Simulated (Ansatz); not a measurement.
AlN, response to strain

Take AlN in the wurtzite structure (space group P6_3mc, No. 186; a = 3.130 Å, c = 5.018 Å) as the base.

Strains are applied to the cell and any free atomic positions relax.

Computed with PBE (Ansatz, an electronic-structure program; PAW; 420 eV plane waves; no spin-orbit coupling).

Notes on the quantities. energy relative to the base: free energy F; pressure: mean of the normal stresses, compression positive.

| case | energy relative to the base | band gap | width of the top valence band | pressure | volume per atom |
|---|---|---|---|---|---|
| base | 0 meV/atom | 4.03 eV | 2.34 eV | 0.00 GPa | 10.65 Å³ |
| isotropic strain −3.00 % | +57 meV/atom | 4.84 eV | 2.49 eV | 21.11 GPa | 9.72 Å³ |
| isotropic strain −2.40 % | +36 meV/atom | 4.67 eV | 2.46 eV | 16.24 GPa | 9.90 Å³ |
| isotropic strain −1.80 % | +20 meV/atom | 4.51 eV | 2.43 eV | 11.72 GPa | 10.08 Å³ |
| isotropic strain −1.20 % | +8.7 meV/atom | 4.35 eV | 2.40 eV | 7.52 GPa | 10.27 Å³ |
| isotropic strain −0.60 % | +2.1 meV/atom | 4.19 eV | 2.37 eV | 3.62 GPa | 10.45 Å³ |

Whether these cells are dynamically stable was not tested.
